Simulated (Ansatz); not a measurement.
## Pressure series in Hf3N4

The reference is Hf₃N₄ (space group I-43d, No. 220; a = 6.734 Å).

Cell and atoms are relaxed at each pressure.

Levels (all Ansatz, a program for electronic structure, PAW): PBE (420 eV, scalar-relativistic without spin-orbit coupling); PBEsol (420 eV, without spin-orbit coupling).

The base cell above is that of PBE; each level relaxes its own structures.

```
case              lattice parameter a, PBE  lattice parameter a, PBEsol
----------------  ------------------------  ---------------------------
pressure −2 GPa                    6.757 Å                      6.669 Å
pressure −1 GPa                    6.745 Å                      6.660 Å
pressure 0.3 GPa                   6.731 Å                          ___
pressure 0.7 GPa                   6.727 Å                      6.645 Å
pressure 1.5 GPa                   6.719 Å                          ___
pressure 3 GPa                     6.704 Å                      6.626 Å
pressure 5 GPa                     6.685 Å                      6.610 Å
pressure 7.5 GPa                   6.663 Å                          ___
pressure 10 GPa                    6.643 Å                          ___
```

Question: Some entries are withheld; estimate them.

Answer: 
- pressure 0.3 GPa, lattice parameter a, PBEsol: 6.649 Å
- pressure 1.5 GPa, lattice parameter a, PBEsol: 6.638 Å
- pressure 7.5 GPa, lattice parameter a, PBEsol: 6.591 Å
- pressure 10 GPa, lattice parameter a, PBEsol: 6.573 Å

PBE lies above PBEsol in every row, by 0.070 Å to 0.088 Å. They put the cases in the same order.

Load acts through the strain it causes; cell and atoms are relaxed under it. No phonon test of stability was made. No other phases were tried under pressure.
